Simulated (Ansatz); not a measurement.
# A computed series for BN: carrier doping

The reference is BN (space group P6_3/mmc, No. 194; layered, stacked along the Cartesian z axis).

```
CELL_PARAMETERS angstrom
      2.50432     0.00000     0.00000
     -1.25216     2.16881     0.00000
      0.00000     0.00000     7.03541
ATOMIC_POSITIONS crystal
  B  0.66667 0.33333 0.75000
  B  0.33333 0.66667 0.25000
  N  0.66667 0.33333 0.25000
  N  0.33333 0.66667 0.75000
```

Carriers are added at fixed cell with a uniform background; the Fermi–Dirac width is that of 300 K.

The values are results of PBEsol in Ansatz (plane waves to 420 eV, PAW, no spin-orbit coupling), not measurements.

Notes on the quantities. Fermi level from band edge: Fermi level relative to the doped band's edge (positive inside the band; to 0.05 eV).

```tsv
variant	Fermi level from band edge	gap between the host's bands
undoped	–	4.25 eV
electrons 1.0×10^21 cm⁻³	+0.15 eV	4.24 eV
electrons 1.5×10^21 cm⁻³	+0.20 eV	4.24 eV
electrons 2.0×10^21 cm⁻³	+0.25 eV	4.24 eV
electrons 1.0×10^22 cm⁻³	+0.50 eV	4.22 eV
holes 1.0×10^21 cm⁻³	+0.05 eV	4.29 eV
holes 1.5×10^21 cm⁻³	+0.05 eV	4.31 eV
holes 2.0×10^21 cm⁻³	+0.10 eV	4.33 eV
holes 1.0×10^22 cm⁻³	+0.45 eV	4.63 eV
```

Charged cell with a jellium background: band edges are those of the host's band count, energies are not comparable with the neutral cell, and many-body gap narrowing is missing. Stability against distortions was not tested. The base started in Pnma and relaxed to P6_3/mmc at this level. No dispersion term is included in the PBEsol runs.

Ansatz is an electronic-structure program.
